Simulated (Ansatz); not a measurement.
Reference: monolayer PtSe2, HSE06, rigid bands (plane waves, PAW, scalar-relativistic; Ansatz, a quantum-chemistry and plane-wave program); geometry: cell and atoms relaxed with PBE.

```cif
data_PtSe2
_chemical_formula_sum 'Pt1 Se2'
_space_group_name_H-M_alt 'P 1'
_space_group_IT_number 1
_cell_length_a 3.74798
_cell_length_b 3.74798
_cell_length_c 18.98202
_cell_angle_alpha 90.000
_cell_angle_beta 90.000
_cell_angle_gamma 120.000
loop_
_space_group_symop_operation_xyz
  'x, y, z'
loop_
_atom_site_label
_atom_site_type_symbol
_atom_site_fract_x
_atom_site_fract_y
_atom_site_fract_z
_atom_site_occupancy
Pt1 Pt 0.00000 0.00000 0.50000 1
Se1 Se 0.33333 0.66667 0.56891 1
Se2 Se 0.66667 0.33333 0.43109 1
```

The band gap is 1.94 eV. The electron conductivity mass is 0.31 mₑ.

**Question.** Swap Se for S, keeping the structure type. How do these values move?

**Answer.** band gap rises (1.94 eV to 2.58 eV); electron conductivity mass rises (0.31 mₑ to 0.39 mₑ).

**Question.** Replace Pt by Sn on the same sites and relax. What happens?

**Answer.** band gap falls (1.94 eV to 1.41 eV); electron conductivity mass stays about the same (0.31 mₑ to 0.32 mₑ).

Moves up to 5 % count as about the same. Masses are for dilute carriers at 300 K, harmonic means over directions unless an axis is named. Spin-orbit coupling is left out.

Model free-standing layer, not matched to a measured one here: monolayer PtS2, monolayer PtSe2, monolayer SnSe2. The missing spin-orbit coupling matters most for monolayer PtS2, monolayer PtSe2.
